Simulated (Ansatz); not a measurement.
Input:

End structure of the (320) surface of bcc Nb in its 1x1 cell, outermost plane spacing 0.46 Å in the ideal cut:

```xyz
23
Lattice="3.3109 0.0000 0.0000 0.0000 11.9376 0.0000 0.0000 0.0000 26.5000" Properties=species:S:1:pos:R:3 pbc="T T T"
Nb     1.6554     2.4113     8.4827
Nb     0.0000     4.5951     8.7896
Nb     1.6554     6.8646     9.2486
Nb     0.0000     9.1136     9.6031
Nb     1.6554    11.3364     9.9833
Nb     0.0000     1.8127    10.4864
Nb     1.6554     4.1471    11.0073
Nb     0.0000     6.4557    11.4727
Nb     1.6554     8.7298    11.8727
Nb     0.0000    10.9757    12.2557
Nb     1.6554     1.3278    12.7470
Nb     0.0000     3.6731    13.2500
Nb     1.6554     6.0184    13.7530
Nb     0.0000     8.3082    14.2443
Nb     1.6554    10.5541    14.6273
Nb     0.0000     0.8905    15.0273
Nb     1.6554     3.1992    15.4927
Nb     0.0000     5.5335    16.0136
Nb     1.6554     7.9474    16.5167
Nb     0.0000    10.1702    16.8969
Nb     1.6554     0.4816    17.2514
Nb     0.0000     2.7511    17.7104
Nb     1.6554     4.9349    18.0173
```

Slab: 23 atoms, 10.1 Å thick at the start (thin: gaps and levels are the slab's own); k 11x4x1, smearing 0.1 eV, dipole-corrected; all atoms relaxed; held to the start's symmetry, so lower structures may exist; no spin, no spin-orbit, no U.

**Question.** Estimate the surface energy (mean of both faces) that PBE run with Ansatz (an electronic-structure program) returns for this input.

**Answer.** 137 meV/Å^2

**Question.** Give the work function of the top face at the level PBE.

**Answer.** 4.13 eV
